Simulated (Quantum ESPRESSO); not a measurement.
A self-consistent single point of InPt (R-3m, 2 atoms in the cell) with Quantum ESPRESSO.

Method of the run: LDA (PZ), GBRV 1.5 ultrasoft (LDA) pseudopotentials (plane waves; Quantum ESPRESSO 7.5).

```
InPt
1.0
    1.58086     0.91271     4.32430
   -1.58086     0.91271     4.32430
    0.00000    -1.82542     4.32430
In Pt
1 1
Cartesian
  0.00000   0.00000   6.48646
  0.00000   0.00000   0.00000
```

Reference input (self-consistent single point, DFT, LDA (PZ), plane waves, GBRV 1.5 ultrasoft (LDA) pseudopotentials): ecutwfc = 40 Ry; ecutrho = 320 Ry; occupations = smearing; smearing = gauss; degauss = 0.0073499 Ry; potentials = {In: in_lda_v1.4.uspp.F.UPF, Pt: pt_lda_v1.4.uspp.F.UPF}; K_POINTS = automatic 10 10 10 0 0 0; conv_thr = 1e-10 Ry; mixing_beta = 0.5. This run's input differs from it in these lines:

```diff
@@ -12,4 +12,4 @@
     ntyp = 2
-    ecutwfc = 40
-    ecutrho = 320
+    ecutwfc = 46
+    ecutrho = 368
     occupations = 'smearing'
```

Output (repeated stretches shortened):

```
     Self-consistent Calculation

     iteration #  1     ecut=    46.00 Ry     beta= 0.50

     negative rho (up, down):  1.667E-01 0.000E+00

     total energy              =    -341.09698335 Ry
     estimated scf accuracy    <       7.06687002 Ry

     iteration #  2     ecut=    46.00 Ry     beta= 0.50

     negative rho (up, down):  1.723E-01 0.000E+00

     total energy              =    -343.41620369 Ry
     estimated scf accuracy    <       4.12561735 Ry

     iteration #  3     ecut=    46.00 Ry     beta= 0.50

     negative rho (up, down):  1.723E-01 0.000E+00

     total energy              =    -343.93641520 Ry
     estimated scf accuracy    <       0.07865547 Ry

   [... 7 blocks of this kind left out ...]

     iteration # 11     ecut=    46.00 Ry     beta= 0.50

     negative rho (up, down):  1.719E-01 0.000E+00

     total energy              =    -343.95438925 Ry
     estimated scf accuracy    <          1.3E-10 Ry

     iteration # 12     ecut=    46.00 Ry     beta= 0.50

     negative rho (up, down):  1.719E-01 0.000E+00
     End of self-consistent calculation

     Number of k-points >= 100: set verbosity='high' to print the bands.

     the Fermi energy is    16.0048 ev

!    total energy              =    -343.95438925 Ry
     estimated scf accuracy    <          3.7E-13 Ry
     smearing contrib. (-TS)   =      -0.00035827 Ry
     internal energy E=F+TS    =    -343.95403098 Ry

     convergence has been achieved in  12 iterations

     negative rho (up, down):  1.719E-01 0.000E+00

     Forces acting on atoms (cartesian axes, Ry/au):

     atom    1 type  1   force =     0.00000000   -0.00000000    0.00000000
     atom    2 type  2   force =    -0.00000000    0.00000000   -0.00000000

     Total force =     0.000000     Total SCF correction =     0.000000

     negative rho (up, down):  1.719E-01 0.000E+00
          total   stress  (Ry/bohr**3)                   (kbar)     P=     -112.73
  -0.00072862   0.00000000   0.00000000         -107.18        0.00        0.00
   0.00000000  -0.00072862   0.00000000            0.00     -107.18        0.00
   0.00000000   0.00000000  -0.00084180            0.00        0.00     -123.83

   JOB DONE.
```

The run converged in 12 iterations. Against the reference run the free energy drops by 28.2 meV/atom and the pressure goes from -11.72 to -11.27 GPa.

The starting cell comes from a database of computed structures (which also holds hypothetical and non-ambient phases and stackings), without a prior relaxation at this level. Its lattice was rescaled by a random factor within 2.5 % of one. Spin polarisation is off.

Cost on one core of a shared machine: roughly 60 s.
